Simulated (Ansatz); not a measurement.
Cubic perovskite CsCaF3, treated with r²SCAN+SOC (Ansatz, an electronic-structure program, PAW).

Run with plane-wave cutoff 560 eV, 8×8×8 k mesh, Fermi–Dirac smearing 0.01 eV, PAW data made under PBE.

Response to compression and expansion:

```tsv
V (Å³/atom)	P (GPa)	direct gap at Γ (eV)
17.324	3.94	8.409
17.693	2.47	8.272
18.061	1.16	8.140
18.430	0.00	8.014
18.799	-1.04	7.892
19.167	-1.96	7.775
19.536	-2.79	7.662
```

A straight line through the gaps at Γ against ln V gives a volume deformation potential dE_g(Γ)/d ln V of -6.2 eV: the gap at Γ widens under compression.

Note: the relaxation could not lower the start's symmetry, so the cell can be a saddle point above a distorted one.
